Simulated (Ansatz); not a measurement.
Pb_Si+V_C in 3C silicon carbide

All values below come from PBE, PAW (plane waves to 420 eV; Ansatz, a first-principles code). A supercell of 64 sites (2×2×2 repeats of a cell of 8 atoms) was used; the energies come from a 2×2×2 shifted sampling of its zone. Sites at the start: the Si site; C 1.90 Å away. Finite-size correction: monopole term and site-potential alignment. Dielectric constants: PBE linear response of the host. Host gap at this level: 1.37 eV. These values are not converged in cell size to better than tenths of an eV. Levels are measured in PBE's own, too narrow, gap. Spin–orbit coupling is left out, which matters for these heavy elements. Each state is the lowest found from its start.

The name describes the start; the neighbours show where the atoms ended.

Charges with a result: +2, +1, 0, −1. Others weren't obtained, and one of them could lie lower, also by skipping a charge.

```json
[
 {"charge": "+2", "moment (μB)": "not spin-polarised", "largest move off a lattice site (Å)": "0.41", "neighbours of the last Pb atom of the defect at the end (Å)": "C 2.23, C 2.23, C 2.23, Si 2.97, Si 2.97, Si 2.97", "image correction with alignment (eV)": "1.08"},
 {"charge": "+1*", "moment (μB)": "fractional", "largest move off a lattice site (Å)": "0.47", "neighbours of the last Pb atom of the defect at the end (Å)": "C 2.25, C 2.26, C 2.26, Si 2.89, Si 2.89, Si 2.89", "image correction with alignment (eV)": "–"},
 {"charge": "0*", "moment (μB)": "not spin-polarised", "largest move off a lattice site (Å)": "0.47", "neighbours of the last Pb atom of the defect at the end (Å)": "C 2.27, C 2.27, C 2.27, Si 2.87, Si 2.87, Si 2.87", "image correction with alignment (eV)": "–"},
 {"charge": "−1*", "moment (μB)": "1.0", "largest move off a lattice site (Å)": "0.55", "neighbours of the last Pb atom of the defect at the end (Å)": "C 2.31, C 2.31, C 2.32, Si 2.76, Si 2.78, Si 2.78", "image correction with alignment (eV)": "–"}
]
```

* At this level the carrier isn't localised at the defect: at charge +1 electrons occupy the conduction band; at charge 0 electrons occupy the conduction band; at charge −1 electrons occupy the conduction band. Such a state is shallow or no state of the defect, and this cell gives it no level.

All states together cost very roughly 50 core-minutes.
